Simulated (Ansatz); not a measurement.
The parent structure is BeS in the zinc blende structure (space group F-43m, No. 216; a = 4.796 Å). Axes: x, y, z lie along the cube axes.

The values are results of LDA (Ansatz, a first-principles code), no spin-orbit coupling, not measurements.

Modification: a pure shear with ε_xy = ε_yx = 0.0057; the atoms relax in the strained cell.

**Question.** Predict the stress tensor and what it implies for the stiffness.

**Answer.** Stress of the strained cell less that of the base (GPa, compression positive):
```
   0.01   -0.99    0.00
  -0.99    0.01    0.00
   0.00    0.00    0.00
```

Then −Δσ/γ with γ = 2ε = 0.0114 gives relaxed-ion elastic constants: C66 ≈ 87 GPa.

No phonon test of stability was made.
